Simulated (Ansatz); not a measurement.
Base system: WSe₂ in the 2H-MoS2 type structure (space group P6_3/mmc, No. 194; a = 3.2995 Å, c = 13.1475 Å; layered, stacked along the Cartesian z axis). Axes: x lies along a and z along c of the hexagonal cell.

Now apply this change: the cell is compressed by 1.62 % along x with no lateral relaxation, atoms relaxed at fixed cell.

Levels (all Ansatz, a quantum-chemistry and plane-wave program, PAW, earlier PAW set): r2SCAN+rVV10 (500 eV, without spin-orbit coupling); HSE06 (420 eV, no spin-orbit coupling).

The geometry is relaxed with r2SCAN+rVV10.

```
Property                 Value
---------------------  -------
r2SCAN+rVV10 band gap  1.12 eV
```

Task: What does HSE06 give at this geometry for the band gap?

Result: The band gap grows by 0.38 eV to 1.50 eV.

Single points use the geometry relaxed with r2SCAN+rVV10. HSE06 was sampled on its mesh, a few special points and the semilocal edge points, so its gap is an upper bound. Spin-orbit coupling, missing from the scalar runs, can matter with W. The cells carry an imposed strain or load. No phonon test of stability was made.
